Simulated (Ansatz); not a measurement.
## How far to go with shifted k-point meshes: ZnNi (P4mm, 2 atoms in the cell)

```
ZnNi
1.0
    2.71006     0.00000     0.00000
    0.00000     2.71006     0.00000
    0.00000     0.00000     3.19786
Zn Ni
1 1
Direct
  0.50000   0.50000   0.51563
  0.00000   0.00000   0.00000
```

Method: LDA (PW92), default PAW files made with PBE (plane waves; Ansatz, an electronic-structure program).

Base settings: basis.ecutwfc = 420 eV; kpoints.mp_grid.grid = 12 12 10; hamiltonian.xc = lda; hamiltonian.pseudopotentials = {kind: paw} (the program's default PAW files); scf.occupations.method = fermi_dirac; scf.occupations.width = 0.1 eV.

In this ladder: kpoints.mp_grid.shift = 0.5 0.5 0.5.

Only quantities that move along the ladder and can be compared are tabulated.

The count of work is k-points × plane waves × bands × iterations; it is no time. Core times come from one kind of shared machine, to one figure; runs under 30 s give none.

The starting cell comes from a database of computed structures (which also holds hypothetical and non-ambient phases and stackings), without a prior relaxation at this level. Its lattice was rescaled by up to half a per cent. One atom was moved a little off its site on purpose. Spin polarisation is off. In the base run, with a pressure of about -10 GPa the cell is away from its equilibrium volume at this level. Ansatz's pressure includes its estimate of the finite-basis (Pulay) stress.

| kpoints.mp_grid.grid | free energy less the last step's (meV/atom) | pressure (GPa) | largest difference of a force vector from the last step's (eV/Å) | count of work / last | core time / last (rough) |
|---|---|---|---|---|---|
| 2 2 2 | -506.79 | -18.40 | 0.070 | 0.00033 | – |
| 3 3 2 | 81.21 | -7.66 | 0.010 | 0.00098 | – |
| 3 3 3 | 69.53 | -7.34 | 0.010 | 0.0017 | – |
| 4 4 3 | 1.46 | -9.63 | 0.026 | 0.0017 | – |
| 4 4 4 | -17.92 | -10.17 | 0.001 | 0.0017 | – |
| 5 5 4 | 15.33 | -9.34 | 0.004 | 0.0034 | – |
| 5 5 5 | 0.91 | -9.98 | 0.005 | 0.0050 | – |
| 6 6 5 | -9.05 | -9.94 | 0.004 | 0.0050 | – |
| 7 7 6 | 0.69 | -9.84 | 0.002 | 0.0084 | – |
| 8 8 7 | -2.37 | -9.76 | 0.000 | 0.011 | – |
| 9 9 7 | 1.56 | -9.74 | 0.002 | 0.017 | – |
| 9 9 8 | -1.74 | -9.89 | 0.001 | 0.017 | – |
| 10 10 9 | 0.05 | -9.81 | 0.000 | 0.021 | – |
| 12 12 10 | -0.19 | -9.79 | 0.001 | 0.029 | – |
| 13 13 11 | -0.12 | -9.82 | 0.000 | 0.047 | – |
| 14 14 12 | 0.02 | -9.81 | 0.000 | 0.047 | – |
| 16 16 13 | -0.01 | -9.82 | 0.000 | 0.071 | – |
| 17 17 15 | -0.06 | -9.82 | 0.000 | 0.10 | – |
| 19 19 16 | 0.04 | -9.82 | 0.000 | 0.12 | – |
| 21 21 18 | -0.04 | -9.82 | 0.000 | 0.17 | – |
| 24 24 20 | 0.00 | -9.82 | 0.000 | 0.22 | – |
| 26 26 22 | 0.01 | -9.82 | 0.000 | 0.28 | – |
| 29 29 25 | 0.00 | -9.82 | 0.000 | 0.44 | 0.4 |
| 32 32 27 | 0.00 | -9.82 | 0.000 | 0.53 | 0.4 |
| 36 36 30 | 0.00 | -9.82 | 0.000 | 0.72 | 0.6 |
| 40 40 34 | 0.00 | -9.82 | 0.000 | 1.0 | 1 |

Coarsest kpoints.mp_grid.grid that holds the free energy within 1 meV/atom of the last step, with all finer ones: 10 10 9, at 0.021 of the last step's count of work; the step before is off by 1.7 meV/atom.

Coarsest kpoints.mp_grid.grid that holds the forces within 0.02 eV/Å of the last step, with all finer ones: 4 4 4, at 0.0017 of the last step's count of work; the step before is off by 0.026 eV/Å.

Coarsest kpoints.mp_grid.grid that holds the pressure within 0.1 GPa of the last step, with all finer ones: 7 7 6, at 0.0084 of the last step's count of work; the step before is off by 0.13 GPa.

Keys are those of Ansatz 0.2.
